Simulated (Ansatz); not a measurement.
Fluorite CoSi2 was calculated with BLYP in Ansatz (PAW).

The run printed, among other lines:

```
Crystal: 3 atoms, lattice volume = 38.412 Å³
Basis set: ecut = 520 eV, 1037 PW (Γ), exchange–correlation on 60×60×60 points (8 copies of the dense FFT grid, shifted against one another)
Bands: 17, of which v1, the nominal top of the filled ones, is band 13 counted from 1 (12 counted from 0)
Symmetry: 48 space group operations
Space group: Fm-3m (ITA 225), of the structure as read, at distance tolerance 3.4e-5 Å
k-points: 195 of 5832
Functional: x = b88, c = lyp
SCF iter   1: F=—  HF=-6413.842140 eV  |F-HF|=—  |Δ(HF+E_count)|=         —  Δρ=2.18e-2  dr2=1.35e-1
SCF iter   2: F=—  HF=-6413.830774 eV  |F-HF|=—  |Δ(HF+E_count)|=   1.14e-2  Δρ=6.91e-3  dr2=1.91e-2
  ...
SCF iter   8: F=—  HF=-6413.826870 eV  |F-HF|=—  |Δ(HF+E_count)|=   3.67e-6  Δρ=5.08e-6  dr2=7.74e-9
SCF iter   9: F=-6413.826870 eV  HF=-6413.826870 eV  |F-HF|=3.82e-11  |Δ(HF+E_count)|=   1.72e-9  Δρ=6.95e-7  dr2=1.30e-10
SCF 1 converged in 9 iterations: F = -6413.826870 eV  dr2 = 1.30e-10
SCF converged after 9 iterations
Free energy (F): -6413.826870 eV
Internal energy: -6413.818406 eV  (E = F + TS)
E sigma→0 (E₀):  -6413.822638 eV
Fermi energy:    13.367830 eV
--- Forces (eV/Å), atoms counted from 1 ---
  atom   1  Co     0.00000000    -0.00000000     0.00000000
  atom   2  Si    -0.00000000     0.00000000     0.00000000
  atom   3  Si     0.00000000     0.00000000     0.00000000
--- Stress (GPa, compression-positive) ---
        7.347750       0.000000       0.000000
       -0.000000       7.347750       0.000000
        0.000000      -0.000000       7.347750
  P = ⅓ Tr σ = 7.3478 GPa (73.478 kbar)
```

Problem. Write an input file that produces this run.

Solution. This is not unique; one that fits is 
Ansatz 0.2 input:
```yaml
crystal:
  lattice:
    - [-2.678, -2.678, 0.0]
    - [-2.678, 0.0, -2.678]
    - [0.0, -2.678, -2.678]
  atoms:
    - { symbol: Co, position: [0.0, 0.0, 0.0] }
    - { symbol: Si, position: [0.25, 0.25, 0.25] }
    - { symbol: Si, position: [0.75, 0.75, 0.75] }
basis:
  ecutwfc: 520
  ecutrho_ratio: 4
  xc_grid: 2
kpoints:
  mp_grid: { grid: [18, 18, 18] }
hamiltonian:
  xc: blyp
  dispersion: none
  pseudopotentials: { kind: paw }
scf:
  occupations: { method: fermi_dirac, width: 0.05 }
  convergence: { dr2_threshold: 0.0000000003 }
output:
  forces: true
  stress: true
  eigenvalues: true
```

The PAW data were made under PBE.

Note: cell and atoms aren't relaxed at this level (pressure 7.3 GPa).

Ansatz is a program for electronic structure.
